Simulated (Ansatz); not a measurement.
The parent structure is NaF in the rock salt structure (space group Fm-3m, No. 225).

```yaml
crystal:
  lattice:
    - [0.00000, 2.31454, 2.31454]
    - [2.31454, 0.00000, 2.31454]
    - [2.31454, 2.31454, 0.00000]
  atoms:
    - { symbol: Na, position: [0.00000, 0.00000, 0.00000] }
    - { symbol: F, position: [0.50000, 0.50000, 0.50000] }
```

Cartesian axes are those of the cell as printed.

All numbers come from PBEsol (Ansatz, an electronic-structure program), without spin-orbit coupling.

Base values:

```
Item                    Value
-------------  --------------
Electron mass  0.56 mₑ (at Γ)
```

It is then changed as follows: uniaxial strain ε_zz = +1.50 %, all other strain components held at zero, atoms relaxed at fixed cell.

Task: What does the calculation give for the energy relative to the base and electron mass after the change?

Result: The energy goes up by 0.8 meV/atom; the electron mass remains 0.56 mₑ (at Γ).

The levels and masses belong to the bands next to the band gap. Effective masses come from finite differences of ±0.01 Å⁻¹. Stability against distortions was not tested.
